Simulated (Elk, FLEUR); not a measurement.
An Elk input for a self-consistent single point of Nb (Im-3m, 1 atom in the cell) (DFT, PBE, all-electron FP-LAPW, Elk's shipped species files, APW+lo basis with extra local orbitals):

```
tasks
  0

xctype
  20

rgkmax
  8.0

gmaxvr
  16.0

nxlo
  2

lorbcnd
  .true.

rmtscf
  0.98

lmaxi
  3

stype
  0

swidth
  0.00367493

maxscl
  100

scale
  1.889726125

avec
   -1.6256390000    1.6256390000    1.6256390000
    1.6256390000   -1.6256390000    1.6256390000
    1.6256390000    1.6256390000   -1.6256390000

atoms
  1
  'Nb.in'
  1
  0.0000000000  0.0000000000  0.0000000000    0.0 0.0 0.0

ngridk
  9 9 9
```

Question: Give the FLEUR input for the same structure, mesh, smearing and functional.

Answer: One input that does it (others would too):

Input of the input generator:

```
Nb
&input film=f /
-1.6256390000 1.6256390000 1.6256390000
1.6256390000 -1.6256390000 1.6256390000
1.6256390000 1.6256390000 -1.6256390000
1.8897261246
1.0 1.0 1.0

1
41 0.0000000000 0.0000000000 0.0000000000

&comp jspins=1 /
&kpt div1=9 div2=9 div3=9 /
&end /
```

```xml
<?xml version="1.0" encoding="UTF-8" standalone="no"?>
<fleurInput fleurInputVersion="0.39">
   <comment>
      Nb                                                                                                  
   </comment>
   <calculationSetup>
      <cutoffs Kmax="4.0" Gmax="20.0" GmaxXC="20.0" numbands="0"/>
      <scfLoop itmax="80" minDistance="0.00001" maxIterBroyd="15" imix="Anderson" alpha="0.05" precondParam="0.0" spinf="2.0"/>
      <coreElectrons ctail="T" frcor="F" kcrel="0" coretail_lmax="0"/>
      <xcFunctional name="pbe" relativisticCorrections="F"/>
      <magnetism jspins="1"/>
      <soc l_soc="F" theta="0.0" phi="0.0" spav="F"/>
      <expertModes spex="0" secvar="F"/>
      <geometryOptimization l_f="T" forcealpha="1.0" forcemix="BFGS" epsdisp="0.00001" epsforce="0.00001"/>
      <ldaU l_linMix="F" mixParam="0.05" spinf="1.0"/>
   </calculationSetup>
   <cell>
      <bzIntegration valenceElectrons="13.0" mode="gauss" fermiSmearingEnergy="0.00367493">
         <kPointListSelection listName="default-1"/>
         <!-- k-points included here -->
         <xi:include xmlns:xi="http://www.w3.org/2001/XInclude" href="kpts.xml"> </xi:include>
      </bzIntegration>
      <!-- symmetry operations included here -->
      <xi:include xmlns:xi="http://www.w3.org/2001/XInclude" href="sym.xml"> </xi:include>
      <bulkLattice scale="1.0">
         <bravaisMatrix>
            <row-1>   -3.0720124874686192     3.0720124874686192     3.0720124874686192</row-1>
            <row-2>    3.0720124874686192    -3.0720124874686192     3.0720124874686192</row-2>
            <row-3>    3.0720124874686192     3.0720124874686192    -3.0720124874686192</row-3>
         </bravaisMatrix>
      </bulkLattice>
   </cell>
   <atomSpecies>
      <species name="Niobium (Nb)" element="Nb" atomicNumber="41">
         <mtSphere radius="2.50" gridPoints="829" logIncrement="0.015"/>
         <atomicCutoffs lmax="7" lnonsphr="5"/>
         <electronConfig flipSpins="F">
            <coreConfig>(1s1/2) (2s1/2) (2p1/2) (2p3/2) (3s1/2) (3p1/2) (3p3/2) (3d3/2) (3d5/2)</coreConfig>
            <valenceConfig>(4s1/2) (4p1/2) (4p3/2) (5s1/2) (4d3/2) (4d5/2)</valenceConfig>
            <stateOccupation state="(5s1/2)" spinUp="0.5" spinDown="0.5"/>
            <stateOccupation state="(4d3/2)" spinUp="0.8" spinDown="0.8"/>
            <stateOccupation state="(4d5/2)" spinUp="1.2" spinDown="1.2"/>
         </electronConfig>
         <energyParameters s="5" p="5" d="4" f="4"/>
         <lo type="SCLO" l="0" n="4" eDeriv="0"/>
         <lo type="SCLO" l="1" n="4" eDeriv="0"/>
         <lo type="SCLO" l="1" n="4" eDeriv="1"/>
         <lo type="SCLO" l="2" n="4" eDeriv="2"/>
         <lo type="SCLO" l="3" n="4" eDeriv="2"/>
      </species>
   </atomSpecies>
   <atomGroups>
      <atomGroup species="Niobium (Nb)">
         <relPos label="                   1">.0000000000 .0000000000 .0000000000</relPos>
         <force calculate="T" relaxXYZ="TTT"/>
      </atomGroup>
   </atomGroups>
   <output dos="F" band="F" slice="F">
      <checks vchk="F" cdinf="F"/>
      <bandDOS minEnergy="-.5*Htr" maxEnergy="0.5*Htr" sigma="0.015" storeEVData="T"/>
      <vacuumDOS vacdos="F" integ="F" star="F" nstars="0" locx1="0.0" locy1="0.0" locx2="0.0" locy2="0.0" nstm="0" tworkf="0.0"/>
      <unfoldingBand unfoldBand="F" supercellX="1" supercellY="1" supercellZ="1"/>
      <plotting iplot="0" polar="F">
         <plot TwoD="T" vec1="  1.0  0.0  0.0" vec2="  0.0  1.0  0.0" vec3="  0.0  0.0  1.0" zero="  0.0  0.0  0.0" file="plot"/>
      </plotting>
      <chargeDensitySlicing numkpt="0" minEigenval="0.0" maxEigenval="0.0" nnne="0" pallst="F"/>
      <specialOutput eonly="F"/>
      <magneticCircularDichroism mcd="F" energyLo="-10.0" energyUp="0.0"/>
   </output>
  <!-- We include the file relax.xml here to enable relaxations (see documentation) -->
  <xi:include xmlns:xi="http://www.w3.org/2001/XInclude" href="relax.xml"> <xi:fallback/> </xi:include>
</fleurInput>
```

Basis, cutoffs, solver keys and any potentials are the target program's own. This input uses DFT, PBE, all-electron FLAPW (FLEUR), scalar-relativistic valence.

The starting cell comes from a database of computed structures (which also holds hypothetical and non-ambient phases and stackings), without a prior relaxation at this level. For this run, on top of that: lattice scaled by 0.98.
